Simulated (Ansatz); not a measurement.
The starting structures come from a database of crystals and need not be the phases stable at ambient conditions.

Data:

```yaml
crystal:
  lattice:
    - [4.84693, 0.00000, 0.00000]
    - [0.00000, 7.08994, 0.00000]
    - [0.00000, 0.00000, 4.98540]
  atoms:
    - { symbol: Al, position: [0.74785, 0.39040, 0.03051] }
    - { symbol: Al, position: [0.25215, 0.60960, 0.96949] }
    - { symbol: Al, position: [0.75215, 0.10960, 0.53051] }
    - { symbol: Al, position: [0.24785, 0.89040, 0.46949] }
    - { symbol: Al, position: [0.75215, 0.89040, 0.96949] }
    - { symbol: Al, position: [0.24785, 0.10960, 0.03051] }
    - { symbol: Al, position: [0.74785, 0.60960, 0.46949] }
    - { symbol: Al, position: [0.25215, 0.39040, 0.53051] }
    - { symbol: O, position: [0.89298, 0.65400, 0.10198] }
    - { symbol: O, position: [0.10702, 0.34600, 0.89802] }
    - { symbol: O, position: [0.60702, 0.84600, 0.60198] }
    - { symbol: O, position: [0.39298, 0.15400, 0.39802] }
    - { symbol: O, position: [0.60702, 0.15400, 0.89802] }
    - { symbol: O, position: [0.39298, 0.84600, 0.10198] }
    - { symbol: O, position: [0.89298, 0.34600, 0.39802] }
    - { symbol: O, position: [0.10702, 0.65400, 0.60198] }
    - { symbol: O, position: [0.95060, 0.00000, 0.25000] }
    - { symbol: O, position: [0.04940, 0.00000, 0.75000] }
    - { symbol: O, position: [0.54940, 0.50000, 0.75000] }
    - { symbol: O, position: [0.45060, 0.50000, 0.25000] }
```

Space group of this cell: Pbcn. The cell is taken as given; by r2SCAN its mean pressure is -7.3 GPa.

These are r2SCAN (plane waves, PAW; Ansatz, a program for electronic structure) values and carry that method's errors.

The current runs along the normal of the first two printed vectors; no spin-orbit coupling. Scaled by the factor s: both lengths across the current (ions clamped). The meshes follow the cell: 6×6×6 and 6×6 across at s = 0.98, 6×4×6 and 6×4 across at s = 1.00, 6×4×6 and 6×4 across at s = 1.02.

```tsv
s	mean pressure (GPa)	slowest mid-gap decay constant κ (1/Å)
0.98	2.9	?
1.00	-7.3	0.376
1.02	-15.7	0.358
```

### Question
Take the slope of the slowest mid-gap decay constant κ against ln s from the two given rows, extrapolate to s = 0.98, and say what the run there gives.

### Answer
Slope = (0.358 − 0.376) / ln 1.02 = -0.909 1/Å. The line gives 0.376 + (-0.909) × ln 0.98 = 0.394 1/Å. The run gives 0.394 1/Å, as the line does.
